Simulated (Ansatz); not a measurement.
The starting structures come from a database of crystals and need not be the phases stable at ambient conditions.

The decay constant κ of evanescent states in the gap governs leakage through a thin film.

Consider the following.

```
LaNaTiO4
1.0
    3.78824     0.00000     0.00000
    0.00000    13.21042     0.00000
    0.00000     0.00000     3.78824
Na La Ti O
2 2 2 8
Cartesian
  0.00000   5.50465   1.89412
  1.89412   7.70577   0.00000
  1.89412  11.76797   0.00000
  0.00000   1.44245   1.89412
  0.00000   9.57808   1.89412
  1.89412   3.63234   0.00000
  1.89412   0.91548   0.00000
  0.00000  12.29494   1.89412
  1.89412   5.39144   0.00000
  0.00000   7.81898   1.89412
  0.00000  10.05749   0.00000
  1.89412  10.05749   1.89412
  1.89412   3.15293   1.89412
  0.00000   3.15293   0.00000
```

Space group of this cell: P4/nmm. The cell is taken as given; by r2SCAN its mean pressure is -3.2 GPa.

Transport runs along the normal of the first two printed cell vectors, the (100) plane of the conventional cell.

The gap is the functional's own. No spin-orbit coupling. Mid-gap values are interpolated on the energy grid.

Give the band gap and the smallest decay constant κ at mid-gap that r2SCAN in Ansatz (a program for electronic structure) yields.

Gap 2.92 eV on a 8×4×8 mesh; κ = 0.357 1/Å, at (0.000, 0.500) of the in-plane reciprocal vectors. At the zone centre, at the nearest computed energy, the slowest state has κ = 0.36 1/Å.
